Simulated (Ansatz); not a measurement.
CsCl-type RuAl, treated with RPBE (Ansatz, a program for electronic structure, PAW).

Settings: plane-wave cutoff 520 eV, 22×22×22 k mesh, Fermi–Dirac smearing 0.055 eV (set by the program), no spin polarisation, scalar-relativistic PAW data made under PBE.

Computed at the level's own relaxed cell.

Elastic tensor (GPa, Voigt notation, ions relaxed):

```
  301.2   140.2   140.2     0.0     0.0     0.0
  140.2   301.2   140.2     0.0     0.0     0.0
  140.2   140.2   301.2     0.0     0.0     0.0
    0.0     0.0     0.0   121.8     0.0     0.0
    0.0     0.0     0.0     0.0   121.8     0.0
    0.0     0.0     0.0     0.0     0.0   121.8
```

Worked from these constants: the tetragonal shear constant is C′ = (C11 − C12)/2 = 80.5 GPa against C44 = 121.8 GPa, so the tetragonal shear is the softer. The Zener ratio C44/C′ is 1.51 (1 for an isotropic solid), and the Cauchy pressure C12 − C44 is 18.4 GPa. With C11 + 2C12 = 581.6 GPa all three Born conditions hold; they don't test modes at the zone boundary.

Computed values are for the static lattice.
